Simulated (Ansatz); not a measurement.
The reference is SnS$_{2}$ in the CdI2 type structure (space group P-3m1, No. 164; a = 3.6695 Å, c = 5.8076 Å; layered, stacked along the Cartesian z axis). Axes: x lies along a and z along c of the hexagonal cell.

(Cell as relaxed with PBE-D3(BJ).)

Levels (all Ansatz, a program for electronic structure, PAW, earlier PAW set): PBE-D3(BJ) (420 eV, no spin-orbit coupling); PBEsol-D3(BJ) (420 eV, no SOC).

Each level relaxes its own structure.

```json
[
 {"base": "volume per atom", "PBE-D3(BJ)": "22.57 Å³", "PBEsol-D3(BJ)": "21.15 Å³"},
 {"base": "lattice parameter a", "PBE-D3(BJ)": "6.934 bohr", "PBEsol-D3(BJ)": "6.852 bohr"},
 {"base": "band gap", "PBE-D3(BJ)": "1.27 eV", "PBEsol-D3(BJ)": "0.96 eV"}
]
```

One thing is altered: biaxial strain −4.91 %, plane normal [001], relaxed out of plane (Cartesian); in-plane vectors clamped, the third vector and the atoms free.

```tsv
quantity	PBE-D3(BJ)	PBEsol-D3(BJ)
pressure (mean of the normal stresses, compression positive)	59.6 kbar	63.4 kbar
out-of-plane strain	+3.72 %	+4.10 %
shift of the gap caused by the change	-0.05 eV	+0.09 eV
```

PBE-D3(BJ)'s pressure lies 3.73 kbar below PBEsol-D3(BJ)'s; PBE-D3(BJ)'s out-of-plane strain lies 0.38 % below PBEsol-D3(BJ)'s; PBE-D3(BJ)'s shift of the gap caused by the change lies 0.14 eV below PBEsol-D3(BJ)'s. Neither level is exact; PBEsol-D3(BJ) is the comparison here, not a measurement.

Stability against distortions was not tested.
